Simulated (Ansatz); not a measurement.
Results of r²SCAN in Ansatz (PAW) for NbAs (model structure, started from the NbAs type, I4₁md, No. 109, 4 atoms in the cell).

Settings: plane-wave cutoff 560 eV, 22×22×22 k mesh, Fermi–Dirac smearing 0.05 eV, no spin polarisation, scalar-relativistic PAW data made under PBE.

Cell (relaxed at this level):

```
NbAs
1.0
   -1.72858     1.72858     5.88224
    1.72858    -1.72858     5.88224
    1.72858     1.72858    -5.88224
Nb As
2 2
Direct
  0.74913   0.74913   0.00000
  0.49913   0.99913   0.50000
  0.16687   0.16687   0.00000
  0.91687   0.41687   0.50000
```

Q: Give the computed bulk modulus B0.

A: 
- bulk modulus B0: 170 GPa

The run finds no gap.

Note: the bulk modulus is −V dP/dV from two relaxed cells at ±2 % in volume; the relaxation could raise the start's symmetry but not lower it, so the cell can be a saddle point.

Computing time: around 30 core-minutes (rough).

A model structure was made by putting elements into a prototype or built by hand; it is no filed structure, need not be a known phase, and can be a saddle point held by its symmetry.

Ansatz is a program for electronic structure.
